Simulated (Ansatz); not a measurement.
# LiF, response to strain

Take LiF in the rock salt structure (space group Fm-3m, No. 225; a = 4.0079 Å) as the base. Axes: x, y, z lie along the cube axes.

Strains are applied to the cell and any free atomic positions relax; under biaxial strain the out-of-plane vector relaxes too.

The values are results of plane-wave PAW DFT at the PBEsol level (Ansatz, a first-principles code, 420 eV), without spin-orbit coupling, not measurements.

```tsv
biaxial strain, plane normal [001], relaxed out of plane (%)	band gap (eV)
-3	9.31
-2.5	9.27
-2	9.22
-1.5	?
-1	9.14
-0.5	9.09
0	9.05
```

Task: Fit E_g = E₀ + Dε (ε in %) to the rows shown and predict the withheld row.

Result: Least squares on the printed values gives E₀ = 9.05 eV, D = -87.1 meV per % of strain (largest residual 0.00 eV); this predicts 9.18 eV, and the run gives 9.18 eV, in agreement.

Stability against distortions was not tested.
